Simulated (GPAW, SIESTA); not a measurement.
A SIESTA input for a self-consistent single point of MnPd (P4/mmm, 2 atoms in the cell) (DFT, LDA PW92, numerical atomic orbitals TZP, PseudoDojo LDA standard norm-conserving potentials (rewritten from UPF to PSML)):

```
# files in the folder: Mn.psml Pd.psml (PseudoDojo LDA standard)
SystemName  MnPd
SystemLabel siesta

NumberOfAtoms                2
NumberOfSpecies              2
%block ChemicalSpeciesLabel
  1 25 Mn
  2 46 Pd
%endblock ChemicalSpeciesLabel
LatticeConstant              3.001070 Ang
%block LatticeVectors
     1.000000000    0.000000000    0.000000000
     0.000000000    1.000000000    0.000000000
     0.000000000    0.000000000    1.114095972
%endblock LatticeVectors
AtomicCoordinatesFormat      Bohr
%block AtomicCoordinatesAndAtomicSpecies
     0.000000000    0.000000000    0.000000000  1
     2.835600190    2.835600190    3.159130752  2
%endblock AtomicCoordinatesAndAtomicSpecies

XC.functional                LDA
XC.authors                   PW92
PAO.BasisSize                TZP
PAO.EnergyShift              0.01 Ry
MeshCutoff                   300 Ry
%block kgrid.MonkhorstPack
    9   0   0  0.0
    0   9   0  0.0
    0   0   8  0.0
%endblock kgrid.MonkhorstPack
OccupationFunction           FD
ElectronicTemperature        1160.45 K
Spin                         polarized
%block DM.InitSpin
  1 +4.00
  2 +0.00
%endblock DM.InitSpin

MaxSCFIterations             150
SCF.Mixer.Method             Broyden
SCF.Mixer.Weight             0.1
SCF.Mixer.History            8
SCF.DM.Tolerance             1.0E-05
Diag.ParallelOverK           true
WriteForces                  true
Charge.Mulliken              end
```

Q: Give the GPAW input for the same structure, mesh, smearing and functional.

A: One input that does it (others would too):

```python
from ase import Atoms
from ase.units import GPa
from gpaw import GPAW

atoms = Atoms(['Mn', 'Pd'],
              cell=[[3.001070, 0.000000, 0.000000],
                    [0.000000, 3.001070, 0.000000],
                    [0.000000, 0.000000, 3.343480]],
              scaled_positions=[[0.000000, 0.000000, 0.000000],
                                [0.500000, 0.500000, 0.500000]],
              pbc=True)

atoms.set_initial_magnetic_moments([4.0, 0.0])

calc = GPAW(spinpol=True,
            mode={'name': 'pw', 'ecut': 800},
            xc='LDA',
            kpts={'size': (9, 9, 8), 'gamma': True},
            occupations={'name': 'fermi-dirac', 'width': 0.1},
            nbands=-10,
            convergence={'density': 1e-05, 'energy': 1e-05},
            symmetry={'symmorphic': False, 'tolerance': 0.0005},
            maxiter=120)

atoms.calc = calc

energy = atoms.get_potential_energy()
print('Energy (eV):', round(energy, 6))
forces = atoms.get_forces()
print('Forces (eV/Ang):')
print(forces.round(5))
stress = atoms.get_stress()
print('Stress (GPa, Voigt):', (stress / GPa).round(4))
```

Basis settings and potentials, where a program has them, do not carry over. This input uses DFT LDA (Perdew-Wang 92), plane waves, GPAW PAW datasets LDA (gpaw-data 1.0.1). LDA parametrisations can differ slightly between programs. Both were run: pressure -13.68 GPa in SIESTA and -11.30 in GPAW; size of the net moment 2.22 μB/atom in SIESTA and 2.21 in GPAW.

On SIESTA: the starting cell comes from a database of computed structures (which also holds hypothetical and non-ambient phases and stackings), without a prior relaxation at this level. With one magnetic atom in the cell only a parallel order is possible. Values carry the incompleteness of an atom-centred basis. With a pressure of about -14 GPa the cell is away from its equilibrium volume at this level.

On GPAW: the starting cell comes from a database of computed structures (which also holds hypothetical and non-ambient phases and stackings), without a prior relaxation at this level. The magnetic order is the one reached from the typed start; others were not searched systematically. With a pressure of about -11 GPa the cell is away from its equilibrium volume at this level.
